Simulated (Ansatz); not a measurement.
# Si interstitial in 6H silicon carbide

All values below come from PBE, PAW (plane waves to 420 eV; Ansatz, a quantum-chemistry and plane-wave program). A supercell of 144 sites (3×2×1 repeats of a cell of 24 atoms) was used; the energies come from a 2×2×1 shifted sampling of its zone. Site at the start: void with 3C3Si nearest, no. 1. Energies of charged states are corrected for periodic images (point charge plus alignment at distant sites). Dielectric constants: PBE linear response of the host. Host gap at this level: 2.01 eV. Finite-size and sampling errors can reach tenths of an eV here. Levels are measured in PBE's own, too narrow, gap. Spin–orbit coupling is left out. Each state is the lowest found from its start.

Formation energies E_f are given with the Fermi level at the valence-band maximum. Chemical conditions: C-rich (Δμ(Si) = -0.41 eV; only phases computed here count, gases as isolated molecules at 0 K); Si-rich (Δμ(Si) = 0.00 eV; only phases computed here count, gases as isolated molecules at 0 K). Reference phases: Si: silicon.

The name describes the start; the neighbours show where the atoms ended.

Charges with a result: +4, +2, +1, 0. Others weren't obtained, and one of them could lie lower, also by skipping a charge.

| charge | moment (μB) | largest move off a lattice site (Å) | neighbours of the last Si atom of the defect at the end (Å) | image correction with alignment (eV) | E_f, C-rich (eV) | E_f, Si-rich (eV) |
|---|---|---|---|---|---|---|
| +4† | not spin-polarised | 0.22 | C 1.84, C 1.84, C 1.84 | 2.83 | – | – |
| +2 | not spin-polarised | 0.21 | C 1.88, C 1.88, C 1.88 | 0.85 | 5.92 | 5.51 |
| +1* | 1.0 | 0.23 | C 1.87, C 1.87, C 1.87 | – | – | – |
| 0* | not spin-polarised | 0.24 | C 1.87, C 1.87, C 1.88 | – | – | – |

* At this level the carrier isn't localised at the defect: at charge +1 electrons occupy the conduction band; at charge 0 electrons occupy the conduction band. Such a state is shallow or no state of the defect, and this cell gives it no level.

† Not settled in this cell, so no level is given: charge +4: an image correction of 2.8 eV.

Not the lowest form: the same atoms on another site or from another start ended lower, by 1.33 eV at charge +4.

Flagged in the runs: a doubtful potential alignment, a host whose relaxation on this sampling wasn't shown to rest.
